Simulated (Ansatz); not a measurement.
One pseudomorphic plane of X on hcp Hf (0001), continuing the host's stacking (six planes of the host, 1x1 cell of 8.90 Å², clean work function 4.33 eV). ΔE counts an X atom from its bulk element. E_seg is the energy of the plane on top less that of the same plane lying second, under one plane of the host, at equal numbers of atoms (made equal with bulk Hf); a negative value keeps X outside. χ is Pauling's electronegativity. These are constructed structures, held to the host's lattice; rows with a moment ran spin-polarised from parallel moments in the plane, the only order that a 1x1 cell holds, and a change of moment is part of their E_seg. Rows without one ran without spin, though stretched planes of other d metals may be magnetic.

All values below come from PBE (plane waves to 420 eV, PAW; Ansatz, a program for electronic structure).

```tsv
X	χ	ΔE (eV)	Δφ (eV)	E_seg (eV)	moment of the cell, X on top / second (μB)
Mn	1.55	0.45	-0.86	-0.01	3.7 / 1.4
Nb	1.60	0.75	0.01	0.27	–
Zn	1.65	-0.31	-0.46	-0.68	–
Ga	1.81	-0.67	0.27	-0.34	–
Si	1.90	0.00	0.82	–	–
Mo	2.16	1.35	-0.12	0.76	–
Os	2.20	0.63	-0.09	–	–
Pt	2.28	-1.17	0.17	-0.09	–
W	2.36	1.79	0.05	0.80	–
```

No prediction is posed: with the row of Pt, drawn by lot, set aside, none of the pairs tried (Δφ against χ) correlates at 0.6.

Work function. Over these 9 rows Δφ correlates with χ at r = 0.37. It runs from -0.86 eV (Mn) to 0.82 eV (Si), that is from 3.47 to 5.15 eV in all.

Place. E_seg is below −0.05 eV, so that the full plane is lower on top, for Zn, Ga, Pt; above 0.05 eV, so that it is lower under one plane of the host, for Nb, Mo, W.

ΔE is negative for Zn, Ga, Pt: there the strained plane on this host is lower than the bare face and X's own bulk. Alloying within the plane, relief of strain and larger cells were not tried.

Left out: 8 runs of this family that did not converge or found no flat vacuum level.
